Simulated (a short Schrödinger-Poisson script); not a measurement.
Stack: MOS inversion layer, SiO2 on p-type Si(111), at 300 K.

From the gate side: 3.1 nm SiO2; 490 nm Si, acceptors 7.7e17 cm⁻³.

Constants are typed, rounded textbook-type inputs, not results; the design itself was drawn at random and stands for no fabricated device. SiO2: permittivity 3.9, conduction-band edge (eV) 3.15, gap (eV) 9, electron mass (mₑ) 0.5. Si: permittivity 11.7, conduction-band edge (eV) 0, gap (eV) 1.124, Nv at 300 K (cm⁻³) 3.1e19.

Channel valleys (confinement mass, in-plane density-of-states mass, number): Δ6 0.258, 0.358, 6. At the gate the conduction-band edge of layer 1 lies 3.57 eV − eVg above the Fermi level of the channel; the field vanishes at the back. Gaps are held at their typed values at every temperature. Mesh 0.03 nm at interfaces.

From a short Schrödinger-Poisson script (our own, NumPy): 1D Poisson equation in equilibrium, electrons quantum, Hartree (BenDaniel-Duke, 12 states a valley, the channel's in-plane mass for all, wave functions ending at the dielectric), parabolic valleys, classical holes, full ionisation, no traps, pinning or gate leakage.

```
Vg (V)  electrons (cm⁻²)  C (μF/cm²)  Δ6 E0 (meV from the Fermi level)
------  ----------------  ----------  --------------------------------
0.8               4.89e9       0.229                             219.2
0.9              6.88e10       0.395                             150.7
1                3.44e11       0.671                             109.0
1.1              7.78e11       0.794                              87.6
1.2              1.28e12       0.849                              74.5
1.3              1.81e12       0.879                              65.1
1.4              2.36e12       0.898                              58.0
1.5              2.92e12       0.912                              52.1
1.6              3.49e12       0.922                              47.2
1.7              4.07e12       0.930                              42.9
1.8              4.65e12       0.937                              39.1
1.9              5.24e12       0.943                              35.6
2                5.83e12       0.948                              32.5
2.1              6.42e12       0.952                              29.7
2.2              7.02e12       0.956                              27.0
2.3              7.62e12       0.960                              24.5
```

Gate voltages with under 1e9 electrons/cm² are left out.

Question: At Vg = 2.3 V the lowest Δ6 subband lies at 24.5 meV from the Fermi level. How many electrons does it hold, and what share of all?

Answer: The two-dimensional density of states is g m/(πħ²) = 8.97e11 cm⁻² meV⁻¹ (both spins), kT = 25.9 meV, so n = D kT ln(1 + exp(−E/kT)) = 7.59e12 cm⁻², 1.00 of the 7.62e12 cm⁻² in all.

Question: Compare the slope of the sheet density between 2.1 and 2.3 V with the geometric capacitance of the layers between gate and channel.

Answer: q Δn/ΔV = 0.961 μF/cm²; ε0/Σ(t/ε) = 1.11 μF/cm². The ratio is 0.86: the channel acts as a further capacitance in series.
